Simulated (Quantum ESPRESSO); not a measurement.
The steps of a band-structure calculation for ErO (P6_3/mmc, 4 atoms in the cell) with Quantum ESPRESSO.

Computed with LDA (PZ), SSSP 1.1.2 efficiency (PBE) pseudopotentials (plane waves; Quantum ESPRESSO).

Step 1 (scf):

```fortran
&control
   calculation = 'scf',
   prefix = 'scf',
   outdir = './out',
   pseudo_dir = './',
   tprnfor = .true.,
   tstress = .true.,
/
&system
   ibrav = 0,
   nat = 4,
   ntyp = 2,
   ecutwfc = 55,
   ecutrho = 440,
   occupations = 'smearing',
   smearing = 'gauss',
   degauss = 0.0073499,
   nspin = 2,
   starting_magnetization(1) = 0.136,
   input_dft = 'pz',
/
&electrons
   conv_thr = 1.0d-10,
   mixing_beta = 0.2,
/
ATOMIC_SPECIES
Er   167.2590  Er.GGA-PBE-paw-v1.0.UPF
O     15.9990  O.pbe-n-kjpaw_psl.0.1.UPF
CELL_PARAMETERS angstrom
   3.96324990     0.00000000     0.00000000
  -1.98162495     3.43227509     0.00000000
   0.00000000     0.00000000     4.76082000
ATOMIC_POSITIONS angstrom
Er    0.00000000    2.28818339    3.57061500
Er    1.98162495    1.14409170    1.19020500
O     0.00000000    2.28818339    1.19020500
O     1.98162495    1.14409170    3.57061500
K_POINTS automatic
4 4 3  0 0 0
```

Step 2 (bands):

```fortran
&control
   calculation = 'bands',
   prefix = 'scf',
   outdir = './out',
   pseudo_dir = './',
   verbosity = 'high',
/
&system
   ibrav = 0,
   nat = 4,
   ntyp = 2,
   ecutwfc = 55,
   ecutrho = 440,
   occupations = 'smearing',
   smearing = 'gauss',
   degauss = 0.0073499,
   nbnd = 36,
   nspin = 2,
   starting_magnetization(1) = 0.136,
   input_dft = 'pz',
/
&electrons
   conv_thr = 1.0d-10,
   startingwfc = 'random',
   diago_thr_init = 1.0d-6,
   diagonalization = 'cg',
/
ATOMIC_SPECIES
Er   167.2590  Er.GGA-PBE-paw-v1.0.UPF
O     15.9990  O.pbe-n-kjpaw_psl.0.1.UPF
CELL_PARAMETERS angstrom
   3.96324990     0.00000000     0.00000000
  -1.98162495     3.43227509     0.00000000
   0.00000000     0.00000000     4.76082000
ATOMIC_POSITIONS angstrom
Er    0.00000000    2.28818339    3.57061500
Er    1.98162495    1.14409170    1.19020500
O     0.00000000    2.28818339    1.19020500
O     1.98162495    1.14409170    3.57061500
K_POINTS crystal_b
12
  0.00000000   0.00000000   0.00000000   9  ! G
  0.50000000   0.00000000   0.00000000   5  ! M
  0.33333333   0.33333333   0.00000000  11  ! K
  0.00000000   0.00000000   0.00000000   7  ! G
  0.00000000   0.00000000   0.50000000   9  ! A
  0.50000000   0.00000000   0.50000000   5  ! L
  0.33333333   0.33333333   0.50000000  11  ! H
  0.00000000   0.00000000   0.50000000   1  ! A
  0.50000000   0.00000000   0.50000000   7  ! L
  0.50000000   0.00000000   0.00000000   1  ! M
  0.33333333   0.33333333   0.00000000   7  ! K
  0.33333333   0.33333333   0.50000000   1  ! H
```

Step 3 (bands.x):

```fortran
&bands
   prefix = 'scf',
   outdir = './out',
   filband = 'bands.dat',
   lsym = .false.,
/
```

Output of bands (abridged):

```
     file O.pbe-n-kjpaw_psl.0.1.UPF: wavefunction(s)  2P renormalized

     Atomic positions and unit cell read from directory:
     ./out/scf.save/

     Message from routine setup:
     using ibrav=0 with symmetry is DISCOURAGED, use correct ibrav instead
     G-vector sticks info
     --------------------
     sticks:   dense  smooth     PW     G-vecs:    dense   smooth      PW
   [... lines left out ...]
     unit-cell volume          =     437.0307 (a.u.)^3
     atomic species   magnetization
   [... lines left out ...]

          k = 0.0556 0.0321 0.0000 (  3021 PWs)   bands (ev):

   -34.5125 -34.3956  -9.2515  -8.7793  -8.7644  -8.4490  -8.4229  -8.3001
    -4.6998  -4.5502   8.9869   9.0402   9.2690   9.2955   9.9726  10.0701
    12.6614  12.7288  12.9667  12.9896  12.9940  12.9978  13.0006  13.0052
    13.1287  13.1711  13.1719  13.2124  13.3478  13.3546  14.1599  16.7218
    16.7715  19.0214  19.0765  20.0031

   [... 72 blocks of this kind left out ...]

 ------ SPIN DOWN ----------

          k = 0.0000 0.0000 0.0000 (  3015 PWs)   bands (ev):

   -33.6142 -33.4857  -8.6644  -8.1673  -8.1673  -7.8081  -7.8081  -7.6264
    -4.7363  -4.5885   9.0146   9.0146   9.2892   9.2892  10.0491  10.2616
    13.0786  14.6035  14.6035  14.6707  14.6707  14.6710  14.7040  14.7040
    14.7907  14.7907  14.8204  14.8497  14.8613  15.0588  15.2946  16.9614
    16.9615  18.9195  19.2263  20.3147

          k = 0.0556 0.0321 0.0000 (  3021 PWs)   bands (ev):

   -33.6130 -33.4863  -8.6571  -8.1915  -8.1723  -7.8402  -7.8075  -7.6331
    -4.6973  -4.5575   8.9823   9.0405   9.2819   9.3094  10.0440  10.2513
    13.1699  14.6012  14.6028  14.6711  14.6751  14.6754  14.6985  14.7068
    14.7880  14.7904  14.8204  14.8520  14.8635  15.0809  15.2875  16.9044
    16.9542  18.9964  19.2476  20.0594

   [... 72 blocks of this kind left out ...]
```

Output of bands.x (abridged):

```
     Reading xml data from directory:

     ./out/scf.save/
     file O.pbe-n-kjpaw_psl.0.1.UPF: wavefunction(s)  2P renormalized

     G-vector sticks info
     --------------------
     sticks:   dense  smooth     PW     G-vecs:    dense   smooth      PW
     Sum        1687     847    253                67987    24085    3899

     Reading collected, re-writing distributed wavefunctions
     high-symmetry point:  0.0000 0.0000 0.0000   x coordinate   0.0000
     high-symmetry point:  0.5000 0.2887 0.0000   x coordinate   0.5774
     high-symmetry point:  0.3333 0.5774 0.0000   x coordinate   0.9107
     high-symmetry point:  0.0000 0.0000 0.0000   x coordinate   1.5774
     high-symmetry point:  0.0000 0.0000 0.4162   x coordinate   1.9936
     high-symmetry point:  0.5000 0.2887 0.4162   x coordinate   2.5709
     high-symmetry point:  0.3333 0.5774 0.4162   x coordinate   2.9043
     high-symmetry point:  0.0000 0.0000 0.4162   x coordinate   3.5709
     high-symmetry point:  0.5000 0.2887 0.4162   x coordinate   3.5709
     high-symmetry point:  0.5000 0.2887 0.0000   x coordinate   3.9872
     high-symmetry point:  0.3333 0.5774 0.0000   x coordinate   3.9872
     high-symmetry point:  0.3333 0.5774 0.4162   x coordinate   4.4034

     Plottable bands (eV) written to file bands.dat.gnu
     Bands written to file bands.dat

   JOB DONE.
```

The starting cell comes from a database of computed structures (which also holds hypothetical and non-ambient phases and stackings), without a prior relaxation at this level. The magnetic order is the one reached from the typed start; others were not searched systematically. With U or open f shells several self-consistent states can exist. The f electrons are in the valence without U or exact exchange, which can misplace them near the Fermi level. Spin-orbit terms, which matter for f shells, are left out.
